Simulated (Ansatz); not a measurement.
**A constructed model of the (0001) surface of 4H silicon carbide, Si-terminated, (√3x√3)R30° Ga adatom at H3 (bottom of the slab: 3 H on 3 bottom sites)**

These are r2SCAN, at the PBE geometry (plane waves to 500 eV, PAW; Ansatz, a first-principles code) values and carry that method's errors.

Model: 28-atom slab, 11.0 Å thick at the start with caps and adatoms (thin: gaps and levels are the slab's own), 6x6x1 mesh, Fermi-Dirac 0.025 eV, dipole correction, single point; on the structure that PBE left under its start's symmetry; no spin, no spin-orbit, no U. In PBE it lies 0.17 eV a 1x1 cell over the lowest computed structure of the same composition ((√3x√3)R30° Ga adatom at T4).

| Item | Result |
|---|---|
| gap of the slab on its k-mesh | 1.42 eV |
| highest filled level below the top vacuum level | 4.65 eV |
| cost | around 80 core-seconds (rough) |
